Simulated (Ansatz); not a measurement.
C, response to strain

The reference is C in the graphite type structure (space group P6_3/mmc, No. 194; a = 2.455 Å, c = 6.670 Å; layered, stacked along the Cartesian z axis). Axes: x lies along a and z along c of the hexagonal cell.

Strains are applied to the cell and any free atomic positions relax; under biaxial strain the out-of-plane vector relaxes too.

Calculations: Kohn–Sham DFT with the r2SCAN+rVV10 functional, run in Ansatz (an electronic-structure program) with PAW and 500 eV plane waves, no spin-orbit coupling, earlier PAW set.

Notes on the quantities. energy relative to the base: free energy F; pressure: mean of the normal stresses, compression positive.

| change | energy relative to the base | space group | volume per atom | pressure |
|---|---|---|---|---|
| base | 0 meV/atom | P6_3/mmc (No. 194) | 8.71 Å³ | 0.0 GPa |
| biaxial strain −4.85 %, plane normal [001], relaxed out of plane | – | P6_3/mmc (No. 194) | 7.79 Å³ | 53.7 GPa |
| isotropic strain −0.96 % | [?] | P6_3/mmc (No. 194) | 8.46 Å³ | 8.9 GPa |
| isotropic strain +3.82 % | +94 meV/atom | P6_3/mmc (No. 194) | 9.74 Å³ | -26.7 GPa |
| uniaxial strain ε_xx = +0.60 % | +1.1 meV/atom | Cmcm (No. 63) | 8.76 Å³ | [?] |
| uniaxial strain ε_yy = −1.20 % | +4.4 meV/atom | Cmcm (No. 63) | 8.60 Å³ | 5.4 GPa |

**Question.** Some entries are withheld; estimate them.

**Answer.** 
- isotropic strain −0.96 %, energy relative to the base: +6.7 meV/atom
- uniaxial strain ε_xx = +0.60 %, pressure: -2.5 GPa

The mesh was chosen for an insulator and is coarse for the gapless case. Whether these cells are dynamically stable was not tested.
